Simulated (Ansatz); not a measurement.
rock-salt NbN (1 1 1) on wurtzite AlN (0 0 1) (film strained to the substrate, started from cuts of the bulks and a machine-learned relaxation; slabs Al6N6 and N4Nb4, which can lie off the formulas)

A periodic stack without vacuum, rock-salt NbN (1 1 1) on wurtzite AlN (0 0 1) (film strained to the substrate, started from cuts of the bulks and a machine-learned relaxation; slabs Al6N6 and N4Nb4, which can lie off the formulas): substrate slab Al6N6, film N4Nb4, surface cells [[0, 1], [-1, 0]] and [[1, 0], [0, 1]], film strained by +0.1 and +0.1 %, outermost planes N/Al and N/Nb as cut, which need not be the usual terminations and can put a slab off its formula.

The start was prepared with a machine-learned potential, and the result is one local minimum, with the in-plane cell held and forces under 0.04 eV/Å; the film can end far from its bulk form.

Level of theory: PBE (plane waves to 420 eV, PAW; Ansatz, a program for electronic structure). No spin–orbit coupling; the runs are not spin-polarised; PBE gaps are too small against experiment. Its k-point mesh 11×11×1, Fermi–Dirac width 0.05 eV.

```
Property                                                                                                                 Result
--------------------------------------------------------------------------------  ---------------------------------------------
interface area                                                                                                           8.5 Å²
period                                                                                                                  25.76 Å
heights between the nearest atoms of the two slabs at the two interfaces                                        1.91 and 2.13 Å
Al–Nb contacts across the interfaces within 1.22 times the sum of covalent radii                                 3, mean 3.25 Å
N–Nb contacts across the interfaces within 1.22 times the sum of covalent radii                                  1, mean 2.13 Å
Al–N contacts across the interfaces within 1.22 times the sum of covalent radii                                  1, mean 1.91 Å
estimate of the barrier                                                           withheld, since the two interfaces are unlike
```

```
CELL_PARAMETERS angstrom
      3.12937    -0.00018    -0.12490
      1.56440     2.71074    -0.08576
     -0.52790    -0.67721    25.81240
ATOMIC_POSITIONS crystal
  Al 0.21624 0.32103 0.06040
  Al 0.58215 0.68678 0.15792
  N  0.24112 0.34590 0.13481
  N  0.54231 0.64695 0.03848
  Al 0.28131 0.38595 0.25534
  Al 0.64716 0.75169 0.35277
  N  0.30612 0.41079 0.32962
  N  0.60697 0.71148 0.23221
  Al 0.34633 0.45086 0.45021
  Al 0.71214 0.81653 0.54755
  N  0.37113 0.47567 0.52452
  N  0.67199 0.77638 0.42706
  N  0.73702 0.84115 0.62154
  N  0.10070 0.20497 0.71309
  N  0.46758 0.57195 0.81400
  N  0.83388 0.93834 0.91325
  Nb 0.41820 0.52241 0.66531
  Nb 0.78234 0.88672 0.75820
  Nb 0.15072 0.25516 0.86361
  Nb 0.51466 0.61922 0.95573
```
